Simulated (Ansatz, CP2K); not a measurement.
An Ansatz (a first-principles code) input for a self-consistent single point of SiC (P6_3mc, 4 atoms in the cell) (DFT, PBE, plane waves, default PAW files):

Ansatz 0.2 input:
```yaml
# SiC
crystal:
  lattice:
    - [3.020646, 0.000000, 0.000000]
    - [-1.510323, 2.615956, 0.000000]
    - [0.000000, 0.000000, 4.958472]
  atoms:
    - { symbol: Si, position: [0.333333, 0.666667, 0.499600] }
    - { symbol: Si, position: [0.666667, 0.333333, 0.999600] }
    - { symbol: C, position: [0.333333, 0.666667, 0.875400] }
    - { symbol: C, position: [0.666667, 0.333333, 0.375400] }
basis:
  ecutwfc: 420.0
kpoints:
  mp_grid:
    grid: [13, 13, 7]
hamiltonian:
  xc: pbe
  pseudopotentials:
    kind: paw
scf:
  occupations:
    method: fixed
output:
  forces: true
  eigenvalues: true
  stress: true
```

### Question
Give the CP2K input for the same structure, mesh, smearing and functional.

### Answer
This is the input that was run; spellings and numerical settings could be chosen otherwise.

```
&GLOBAL
  PROJECT calc
  RUN_TYPE ENERGY_FORCE
  PRINT_LEVEL LOW
&END GLOBAL
&FORCE_EVAL
  METHOD Quickstep
  STRESS_TENSOR ANALYTICAL
  &DFT
    BASIS_SET_FILE_NAME BASIS_MOLOPT
    POTENTIAL_FILE_NAME GTH_POTENTIALS
    &QS
      METHOD GPW
      EPS_DEFAULT 1E-10
    &END QS
    &MGRID
      CUTOFF 400
      REL_CUTOFF 50
      NGRIDS 4
    &END MGRID
    &SCF
      SCF_GUESS ATOMIC
      EPS_SCF 1E-6
      MAX_SCF 100
      ADDED_MOS 4
      &DIAGONALIZATION
        ALGORITHM STANDARD
      &END DIAGONALIZATION
      &MIXING
        METHOD BROYDEN_MIXING
        ALPHA 0.3
        NBUFFER 8
        BETA 1.5
      &END MIXING
    &END SCF
    &KPOINTS
      SCHEME MONKHORST-PACK 13 13 7
    &END KPOINTS
    &XC
      &XC_FUNCTIONAL PBE
      &END XC_FUNCTIONAL
    &END XC
    &PRINT
      &MO
        EIGENVALUES T
        OCCUPATION_NUMBERS T
        NDIGITS 8
        FILENAME mo
        &EACH
          QS_SCF 0
        &END EACH
        ADD_LAST NUMERIC
      &END MO
      &MULLIKEN OFF
      &END MULLIKEN
    &END PRINT
  &END DFT
  &SUBSYS
    &CELL
      ABC 3.02064600 3.02064585 4.95847200
      ALPHA_BETA_GAMMA 90.00000000 90.00000000 120.00000163
      PERIODIC XYZ
    &END CELL
    &COORD
      SCALED
      Si       0.33333300     0.66666700     0.49960000
      Si       0.66666700     0.33333300     0.99960000
      C        0.33333300     0.66666700     0.87540000
      C        0.66666700     0.33333300     0.37540000
    &END COORD
    &KIND Si
      BASIS_SET DZVP-MOLOPT-SR-GTH-q4
      POTENTIAL GTH-PBE-q4
    &END KIND
    &KIND C
      BASIS_SET DZVP-MOLOPT-SR-GTH-q4
      POTENTIAL GTH-PBE-q4
    &END KIND
  &END SUBSYS
  &PRINT
    &FORCES ON
    &END FORCES
    &STRESS_TENSOR ON
    &END STRESS_TENSOR
  &END PRINT
&END FORCE_EVAL
```

Basis settings and potentials, where a program has them, do not carry over. This input uses DFT PBE, GPW, DZVP-MOLOPT-SR-GTH basis, GTH-PBE potentials (GTH_POTENTIALS).

The starting cell comes from a database of computed structures (which also holds hypothetical and non-ambient phases and stackings), without a prior relaxation at this level. Its lattice was rescaled by a random factor within 2.5 % of one.
